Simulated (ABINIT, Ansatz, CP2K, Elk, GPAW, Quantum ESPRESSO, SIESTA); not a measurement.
# Code comparison for SrAg2 (Imma, 6 atoms in the cell)

Self-consistent single point, at a second geometry (lattice scaled by 0.98). First geometry:

```
CELL_PARAMETERS angstrom
     -2.34558     3.82305     4.09490
      2.34558    -3.82305     4.09490
      2.34558     3.82305    -4.09490
ATOMIC_POSITIONS crystal
  Sr 0.29501 0.04501 0.25000
  Sr 0.70499 0.95499 0.75000
  Ag 0.28310 0.33769 0.94541
  Ag 0.71690 0.66231 0.05459
  Ag 0.89228 0.33769 0.55459
  Ag 0.10772 0.66231 0.44541
```

Shared settings, as Ansatz (a program for electronic structure) writes them: kpoints.mp_grid.grid = 4 4 4; scf.occupations.method = fermi_dirac; scf.occupations.width = 0.05 eV. Potentials and cutoffs stand in the table.

| code | model | ΔF from the first geometry (meV/atom) | pressure (GPa) | largest force (eV/Å) | cutoff |
|---|---|---|---|---|---|
| SIESTA | LDA PW92, numerical atomic orbitals DZP, PseudoDojo LDA standard norm-conserving potentials (rewritten from UPF to PSML) | 19.0 | 4.84 | 0.207 | grid 300 Ry |
| CP2K | LDA (Pade form), GPW, TZVP-MOLOPT-SR-GTH basis, GTH-PADE potentials (GTH_POTENTIALS) | -4.1 | 1.40 | 0.080 | grid 500 Ry |
| GPAW | LDA (Perdew-Wang 92), GPAW PAW datasets LDA (gpaw-data 1.0.1) | -4.9 | 1.27 | 0.065 | 550 eV |
| Elk | LDA (PW92), all-electron FP-LAPW, Elk's shipped species files, APW+lo basis with extra local orbitals | -7.2 | – | – | rgkmax 8 |
| Quantum ESPRESSO | LDA (PZ), GBRV 1.5 ultrasoft (LDA) pseudopotentials | -5.7 | 0.27 | 0.066 | 40 Ry |
| ABINIT | LDA (PW92), PAW (JTH v2.0 LDA PAW) | -6.7 | 1.06 | 0.065 | 544 eV |
| Ansatz | LDA (PW92), PAW files made with PBE | -6.5 | 1.11 | 0.067 | 420 eV |

For Quantum ESPRESSO (by 0.9 GPa) the energy change implies a higher mean pressure, against the two pressures, than for the other programs: a sign of finite-basis (Pulay) stress.

Size of the force on each atom (eV/Å): Sizes of forces hide their directions.

```json
[
 {"code": "SIESTA", "Sr1": "0.182", "Sr2": "0.182", "Ag3": "0.205", "Ag4": "0.205", "Ag5": "0.207", "Ag6": "0.207"},
 {"code": "CP2K", "Sr1": "0.080", "Sr2": "0.080", "Ag3": "0.064", "Ag4": "0.064", "Ag5": "0.064", "Ag6": "0.064"},
 {"code": "GPAW", "Sr1": "0.055", "Sr2": "0.055", "Ag3": "0.065", "Ag4": "0.065", "Ag5": "0.065", "Ag6": "0.065"},
 {"code": "Quantum ESPRESSO", "Sr1": "0.045", "Sr2": "0.045", "Ag3": "0.066", "Ag4": "0.066", "Ag5": "0.066", "Ag6": "0.066"},
 {"code": "ABINIT", "Sr1": "0.043", "Sr2": "0.043", "Ag3": "0.065", "Ag4": "0.065", "Ag5": "0.065", "Ag6": "0.065"},
 {"code": "Ansatz", "Sr1": "0.044", "Sr2": "0.044", "Ag3": "0.067", "Ag4": "0.067", "Ag5": "0.067", "Ag6": "0.067"}
]
```

A dash marks a value that a program does not give, or that is left out as unsure.

The spread over the programs that give each value: ΔF from the first geometry within 26.2 meV/atom; pressure within 4.57 GPa; largest force within 0.142 eV/Å.

SIESTA and CP2K use small atom-centred bases, whose incompleteness enters pressures, forces and empty levels differently from a plane-wave cutoff. Elk treats all electrons, but the usual bases taken here (sphere radii, linearisation, local orbitals, empty states) were not tested for convergence, so the values are no reference for the others. Ansatz's pressure is given at a fixed set of plane waves, as the other plane-wave codes print theirs. The same LDA comes in different parametrisations, which differ slightly. In the pressure, SIESTA (by 3.75) lies more than 1 GPa from the median of the plane-wave programs. In the force vectors, SIESTA (by 0.201) lies more than 0.08 eV/Å from the median of the plane-wave programs.

The shared mesh is coarse (it stands for a supercell whose shortest vector is 18 Å), so the values are not converged in it.

The starting cell comes from a database of computed structures (which also holds hypothetical and non-ambient phases and stackings), without a prior relaxation at this level. Its lattice was rescaled by a random factor within 2.5 % of one. For this run, on top of that: lattice scaled by 0.98.

Keys are those of Ansatz 0.2.
